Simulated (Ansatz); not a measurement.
## InP: response to strain

The parent structure is InP in the zinc blende structure (space group F-43m, No. 216).

```yaml
crystal:
  lattice:
    - [0.00000, 2.95348, 2.95348]
    - [2.95348, 0.00000, 2.95348]
    - [2.95348, 2.95348, 0.00000]
  atoms:
    - { symbol: In, position: [0.00000, 0.00000, 0.00000] }
    - { symbol: P, position: [0.25000, 0.25000, 0.25000] }
```

Cartesian axes are those of the cell as printed.

Strains are applied to the cell and any free atomic positions relax; under biaxial strain the out-of-plane vector relaxes too.

The values are results of Ansatz (an electronic-structure program) r2SCAN, no spin-orbit coupling, not measurements.

Notes on the quantities. pressure: mean of the normal stresses, compression positive.

| change | electron mass | ratio −ε⊥/ε∥ | pressure | band gap |
|---|---|---|---|---|
| base | 0.074 mₑ (at Γ) | – | 0.00 GPa | 1.03 eV |
| biaxial strain +0.42 %, plane normal [111], relaxed out of plane | 0.071 mₑ (at Γ) | – | -0.40 GPa | 0.96 eV |
| biaxial strain +0.83 %, plane normal [111], relaxed out of plane | 0.069 mₑ (at Γ) | 0.57 | -0.79 GPa | 0.90 eV |
| biaxial strain +1.25 %, plane normal [111], relaxed out of plane | 0.067 mₑ (at Γ) | 0.57 | -1.16 GPa | 0.84 eV |
| biaxial strain +1.67 %, plane normal [111], relaxed out of plane | – | 0.57 | -1.53 GPa | 0.78 eV |
| biaxial strain +2.08 %, plane normal [111], relaxed out of plane | 0.062 mₑ (at Γ) | 0.56 | -1.88 GPa | 0.72 eV |
| biaxial strain +2.50 %, plane normal [111], relaxed out of plane | 0.060 mₑ (at Γ) | 0.56 | -2.23 GPa | 0.66 eV |

Effective masses come from finite differences of ±0.01 Å⁻¹. No phonon test of stability was made.
